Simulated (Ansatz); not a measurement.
HgS: response to strain

Start from HgS in the rock salt structure (space group Fm-3m, No. 225; a = 5.4537 Å; a model cell, its experimental status unchecked; relaxed with 0.1 eV smearing). Axes: x, y, z lie along the cube axes.

Strains are applied to the cell and any free atomic positions relax; under biaxial strain the out-of-plane vector relaxes too.

Level of theory: Kohn–Sham DFT with the PBEsol functional, run in Ansatz (a quantum-chemistry and plane-wave program) with PAW and 420 eV plane waves, no spin-orbit coupling, earlier PAW set.

Candidates:
(a) biaxial strain +4.73 %, plane normal [001], relaxed out of plane
(b) isotropic strain +5.59 %
(c) strain tensor (xx, yy, zz, yz, xz, xy) = (−0.96, −3.02, −0.61, −0.73, −0.14, −0.17) %

Notes on the quantities. energy relative to the base: free energy F.

Q: Order them by energy relative to the base, lowest first.

A: (c) strain tensor (xx, yy, zz, yz, xz, xy) = (−0.96, −3.02, −0.61, −0.73, −0.14, −0.17) % (+13 meV/atom), (a) biaxial strain +4.73 %, plane normal [001], relaxed out of plane (+25 meV/atom), (b) isotropic strain +5.59 % (+116 meV/atom)

No phonon test of stability was made. The final runs are not spin-polarised. This is not the structure that HgS has at room temperature and ambient pressure.
